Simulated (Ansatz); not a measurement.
The parent structure is CdS in the zinc blende structure (space group F-43m, No. 216).

```cif
data_CdS
_chemical_formula_sum 'Cd1 S1'
_space_group_name_H-M_alt 'P 1'
_space_group_IT_number 1
_cell_length_a 4.07054
_cell_length_b 4.07054
_cell_length_c 4.07054
_cell_angle_alpha 60.000
_cell_angle_beta 60.000
_cell_angle_gamma 60.000
loop_
_space_group_symop_operation_xyz
  'x, y, z'
loop_
_atom_site_label
_atom_site_type_symbol
_atom_site_fract_x
_atom_site_fract_y
_atom_site_fract_z
_atom_site_occupancy
Cd1 Cd 0.00000 0.00000 0.00000 1
S1 S 0.25000 0.25000 0.25000 1
```

Computed with LDA (Ansatz, a quantum-chemistry and plane-wave program), no spin-orbit coupling.

One change was made to it. Results:

| quantity | base | after |
|---|---|---|
| hole mass (degenerate bands, along [100]) | 0.11, 0.71, 0.71 mₑ (at Γ) | 0.13, 0.61, 0.61 mₑ (at Γ) |
| band gap | 0.95 eV | 1.15 eV |
| electron mass | 0.10 mₑ (at Γ) | 0.12 mₑ (at Γ) |
| lattice parameter a | 5.757 Å | 5.560 Å |

Question: Name the change that was made.
A) pressure 9 GPa
B) pressure 30 GPa
C) pressure 4.5 GPa

Answer: A, pressure 9 GPa. For comparison, the band gap in the other runs: pressure 4.5 GPa gives 1.06 eV; pressure 30 GPa gives 1.39 eV.

Load acts through the strain it causes; cell and atoms are relaxed under it. Masses are band curvatures over ±0.01 Å⁻¹ around the edge. Stability against distortions was not tested. Tetrahedral semiconductors of this kind turn to denser phases somewhere between about 1 and 50 GPa; those were not computed, so compressed cells here can lie past the real transition.
